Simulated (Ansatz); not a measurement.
A calculation on fluorite PtAl2 returned lattice constant a 5.853 Å, bulk modulus 145 GPa.

For reference: lattice constant a 5.91 Å (measured, temperature not stated, copied from a table, unchecked, not corrected to a static lattice; as tabulated in Crystal Structures 1, 239 (1963)).

Problem. Which level of theory produced these numbers?
A. r²SCAN+SOC (Ansatz, a quantum-chemistry and plane-wave program)
B. B3LYP (VWN-RPA form) (Ansatz)
C. Hartree–Fock (Ansatz)
D. LDA (Ansatz)

Solution. D, LDA (Ansatz)

The others give: r²SCAN+SOC 5.896 Å, 143 GPa; Hartree–Fock 5.971 Å, 131 GPa; B3LYP (VWN-RPA form) 5.958 Å, 127 GPa.

Unless a cell is named, each level is at its own relaxed cell (B3LYP (VWN-RPA form) 17.62, Hartree–Fock 17.74, LDA 16.71, r²SCAN+SOC 17.08 Å³/atom).

The crystal itself was run without spin with Hartree–Fock, B3LYP (VWN-RPA form), LDA; a magnetic state was not tried in these runs.

Ansatz's density-functional and Hartree–Fock values are scalar-relativistic unless marked +SOC, with PAW data made under PBE.
